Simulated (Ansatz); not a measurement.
The reference is Cs in the bcc (W type) structure (space group Im-3m, No. 229; a = 6.1612 Å).

All numbers come from PBE, PAW, 420 eV (Ansatz, a program for electronic structure; without spin-orbit coupling).

Base values:

```
Property            Result
---------------  ---------
Volume per atom  116.94 Å³
```

Now apply this change: a hydrostatic pressure of 0.3 GPa.

What does the calculation give for the volume per atom after the change?

The volume per atom decreases by 13.606 Å³ to 103.34 Å³.

Load acts through the strain it causes; cell and atoms are relaxed under it. Stability against distortions was not tested. All final runs are without spin polarisation.
